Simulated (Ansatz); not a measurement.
## PdGe₂ (model structure, started from the C49 type, Cmcm, No. 63, 6 atoms in the cell): properties by level of theory

| level (code) | volume per atom (Å³/atom) | formation enthalpy (eV/atom) |
|---|---|---|
| PBE (Ansatz) | 17.18 | -0.078 |
| PBEsol (Ansatz) | 16.33 | -0.125 |
| PBE-D3(BJ) (Ansatz) | 16.45 | -0.122 |

Ansatz's density-functional and Hartree–Fock values are scalar-relativistic unless marked +SOC, with PAW data made under PBE.

The computed numbers hold no vibrational or temperature effects.

A model structure was made by putting elements into a prototype or built by hand; it is no filed structure, need not be a known phase, and can be a saddle point held by its symmetry.

Ansatz is a quantum-chemistry and plane-wave program.
